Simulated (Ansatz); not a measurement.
Defect migration in 4H silicon carbide with all lengths changed by +1 %: C vacancy, charge state +2. Calculation: PBE, PAW (plane waves to 420 eV; Ansatz, an electronic-structure program).

72-site cell at the strained lattice (strain from the relaxed PBE one, atoms relaxed), a 2×2×2 k-point mesh shifted by half a step along c, smearing 0.01 eV, spin-restricted, no finite-size correction. Energies are static. The charge state is imposed; whether it is stable for some Fermi level was not computed. Forms of the defect that were not tried may lie lower. The start lies 0.053 eV above the lowest site run (PBE).

Relaxed starting cell (atoms counted from 1):

```yaml
crystal:
  lattice:
    - [9.37509, 0.00000, 0.00000]
    - [-4.68754, 8.11906, 0.00000]
    - [0.00000, 0.00000, 10.23058]
  atoms:
    - { symbol: Si, position: [0.99999, 0.99985, 0.49697] }
    - { symbol: Si, position: [0.99944, 0.33339, 0.49904] }
    - { symbol: Si, position: [0.99945, 0.66574, 0.49904] }
    - { symbol: Si, position: [0.33300, 0.99985, 0.49697] }
    - { symbol: Si, position: [0.33300, 0.33286, 0.49697] }
    - { symbol: Si, position: [0.33231, 0.66600, 0.49915] }
    - { symbol: Si, position: [0.66684, 0.00053, 0.49914] }
    - { symbol: Si, position: [0.66710, 0.33340, 0.49904] }
    - { symbol: Si, position: [0.66684, 0.66600, 0.49915] }
    - { symbol: Si, position: [0.98439, 0.99206, 0.00402] }
    - { symbol: Si, position: [0.99899, 0.33387, 0.00074] }
    - { symbol: Si, position: [0.99899, 0.66485, 0.00075] }
    - { symbol: Si, position: [0.34082, 0.99204, 0.00403] }
    - { symbol: Si, position: [0.34077, 0.34841, 0.00401] }
    - { symbol: Si, position: [0.33478, 0.66724, 0.00059] }
    - { symbol: Si, position: [0.66561, 0.99807, 0.00060] }
    - { symbol: Si, position: [0.66801, 0.33386, 0.00075] }
    - { symbol: Si, position: [0.66560, 0.66723, 0.00060] }
    - { symbol: Si, position: [0.22200, 0.11086, 0.73308] }
    - { symbol: Si, position: [0.22098, 0.44470, 0.74820] }
    - { symbol: Si, position: [0.22099, 0.77599, 0.74820] }
    - { symbol: Si, position: [0.55685, 0.11184, 0.74819] }
    - { symbol: Si, position: [0.55686, 0.44470, 0.74820] }
    - { symbol: Si, position: [0.55532, 0.77751, 0.74869] }
    - { symbol: Si, position: [0.88813, 0.11185, 0.74819] }
    - { symbol: Si, position: [0.88866, 0.44418, 0.74900] }
    - { symbol: Si, position: [0.88814, 0.77599, 0.74819] }
    - { symbol: Si, position: [0.11000, 0.22285, 0.24984] }
    - { symbol: Si, position: [0.11045, 0.55507, 0.25014] }
    - { symbol: Si, position: [0.10999, 0.88685, 0.24983] }
    - { symbol: Si, position: [0.44600, 0.22285, 0.24984] }
    - { symbol: Si, position: [0.44503, 0.55691, 0.25000] }
    - { symbol: Si, position: [0.44503, 0.88782, 0.25000] }
    - { symbol: Si, position: [0.77777, 0.22239, 0.25014] }
    - { symbol: Si, position: [0.77777, 0.55507, 0.25014] }
    - { symbol: Si, position: [0.77593, 0.88781, 0.25000] }
    - { symbol: C, position: [0.99899, 0.99934, 0.68779] }
    - { symbol: C, position: [0.99970, 0.33313, 0.68678] }
    - { symbol: C, position: [0.99970, 0.66627, 0.68678] }
    - { symbol: C, position: [0.33349, 0.99935, 0.68779] }
    - { symbol: C, position: [0.33350, 0.33386, 0.68779] }
    - { symbol: C, position: [0.33319, 0.66644, 0.68678] }
    - { symbol: C, position: [0.66639, 0.99964, 0.68677] }
    - { symbol: C, position: [0.66657, 0.33313, 0.68678] }
    - { symbol: C, position: [0.66640, 0.66645, 0.68678] }
    - { symbol: C, position: [0.00136, 0.00053, 0.18679] }
    - { symbol: C, position: [0.99966, 0.33318, 0.18694] }
    - { symbol: C, position: [0.99965, 0.66616, 0.18694] }
    - { symbol: C, position: [0.33231, 0.00053, 0.18680] }
    - { symbol: C, position: [0.33231, 0.33148, 0.18680] }
    - { symbol: C, position: [0.33293, 0.66632, 0.18692] }
    - { symbol: C, position: [0.66653, 0.99991, 0.18692] }
    - { symbol: C, position: [0.66667, 0.33318, 0.18694] }
    - { symbol: C, position: [0.66653, 0.66631, 0.18692] }
    - { symbol: C, position: [0.22070, 0.44300, 0.93664] }
    - { symbol: C, position: [0.22070, 0.77742, 0.93665] }
    - { symbol: C, position: [0.55544, 0.11214, 0.93664] }
    - { symbol: C, position: [0.55544, 0.44300, 0.93664] }
    - { symbol: C, position: [0.55533, 0.77752, 0.93731] }
    - { symbol: C, position: [0.88985, 0.11215, 0.93664] }
    - { symbol: C, position: [0.88866, 0.44420, 0.93734] }
    - { symbol: C, position: [0.88986, 0.77742, 0.93664] }
    - { symbol: C, position: [0.11083, 0.22202, 0.43721] }
    - { symbol: C, position: [0.11080, 0.55525, 0.43754] }
    - { symbol: C, position: [0.11083, 0.88851, 0.43720] }
    - { symbol: C, position: [0.44433, 0.22202, 0.43721] }
    - { symbol: C, position: [0.44416, 0.55518, 0.43767] }
    - { symbol: C, position: [0.44416, 0.88869, 0.43768] }
    - { symbol: C, position: [0.77759, 0.22204, 0.43754] }
    - { symbol: C, position: [0.77759, 0.55525, 0.43754] }
    - { symbol: C, position: [0.77768, 0.88869, 0.43768] }
```
Cell charge +2.

End state 1 differs by these moves (Å; atoms that move under 0.08 Å are left out):

```
atom  element     Δx     Δy     Δz
----  -------  -----  -----  -----
10         Si   0.10   0.07  -0.03
12         Si  -0.11  -0.05   0.03
13         Si  -0.11   0.19   0.00
14         Si   0.01  -0.12  -0.03
15         Si   0.10  -0.07   0.03
19         Si  -0.01   0.00   0.15
21         Si   0.00   0.01  -0.15
56          C  -1.56   2.70   0.00
```

Estimate the forward and backward barriers to end state 1 that PBE, PAW returns for this input.

forward 4.94 eV, backward 4.94 eV; at the saddle point atom 56 has neighbours Si at 1.80, Si at 2.17, Si at 2.18, Si at 2.30, Si at 2.31 Å. The saddle point's order was not checked, and it lies on a symmetry element of the cell, where a band can be held.
